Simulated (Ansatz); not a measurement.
Start from SrVO₃ in the cubic perovskite structure (space group Pm-3m, No. 221; ferromagnetic).

```
SrVO3
1.0
    3.84069     0.00000     0.00000
    0.00000     3.84069     0.00000
    0.00000     0.00000     3.84069
Sr V O
1 1 3
Direct
  0.00000   0.00000   0.00000
  0.50000   0.50000   0.50000
  0.00000   0.50000   0.50000
  0.50000   0.50000   0.00000
  0.50000   0.00000   0.50000
```

Cartesian axes are those of the cell as printed.

Method: r2SCAN (Ansatz, a first-principles code), no SOC.

Before the change:

```
Quantity    Value
--------  -------
Pressure  0.0 GPa
```

It is then changed as follows: uniaxial strain ε_yy = −4.40 %, all other strain components held at zero; the atoms relax in the strained cell.

Question: How does this affect the energy relative to the base and pressure?

Answer: The energy rises by 27 meV/atom; the pressure (mean of the normal stresses, compression positive) goes from zero to 10.4 GPa.

The magnetic state is the one reached from the starting moments; the real material's order can differ, and small cells can't hold many antiferromagnetic ones. Without a gap, meshes like the base's 12×12×12 leave anisotropic stresses uncertain by several tenths of a GPa, and small strain energies with them. No phonon test of stability was made. No Hubbard U is applied, and correlation can decide whether such a compound is a metal.
